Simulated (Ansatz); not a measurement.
The reference is KCl in the rock salt structure (space group Fm-3m, No. 225; a = 6.243 Å). Axes: x, y, z lie along the cube axes.

Level of theory: Ansatz (a quantum-chemistry and plane-wave program) PBEsol, no spin-orbit coupling.

Strains are applied to the cell and any free atomic positions relax.

One change was made to it. Results:

The pressure (mean of the normal stresses, compression positive) goes up by 0.095 GPa, from 0.01 GPa to 0.10 GPa; the valley order (the lowest conduction-band minima on the path, energy above the VBM, named in the base's zone) goes from Γ 5.10 eV; X along ⟨100⟩ 6.37 eV to Γ 5.12 eV; X along [001] 6.36 eV; X along [100] 6.36 eV; the shortest interatomic distance decreases by 0.0156 Å, from 3.121 Å to 3.106 Å.

Problem. What was done to the base?
(A) uniaxial strain ε_zz = −3.00 %
(B) uniaxial strain ε_zz = −0.50 %
(C) uniaxial strain ε_zz = +2.00 %

Solution. B, uniaxial strain ε_zz = −0.50 %. For comparison, the valley order in the other runs: uniaxial strain ε_zz = −3.00 % gives Γ 5.18 eV; X along [001] 6.28 eV; X along [100] 6.33 eV; uniaxial strain ε_zz = +2.00 % gives Γ 5.03 eV; X along [100] 6.38 eV; X along [001] 6.40 eV.

The levels and masses belong to the bands next to the band gap. Whether these cells are dynamically stable was not tested.
